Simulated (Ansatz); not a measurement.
The starting structures come from a database of crystals and need not be the phases stable at ambient conditions.

By PBEsol, the system below comes out a metal.

The ballistic (Sharvin) conductance counts the channels at the Fermi level: G/A = (e²/h) × channels of both spins per area.

Input:

```xyz
1
Lattice="3.1703 0.0000 0.0000 0.0000 3.1703 0.0000 1.5852 -1.5852 1.6327" Properties=species:S:1:pos:R:3 pbc="T T T"
W      0.0000     0.0000     0.0000
```

The cell is strained (lengths along the current scaled by 1.03, ions clamped); by PBEsol it stands under a pressure of -13.1 GPa.

The current flows along the normal of the first two printed cell vectors, the (001) (indices of the unstrained crystal) plane of the conventional cell. No spin-orbit coupling; the value is a mean over 0.1 eV about the Fermi level.

Q: Give the ballistic conductance per area that Ansatz (a program for electronic structure) with PBEsol yields.

A: 0.90 × 10¹⁵ S/m² for both spins.
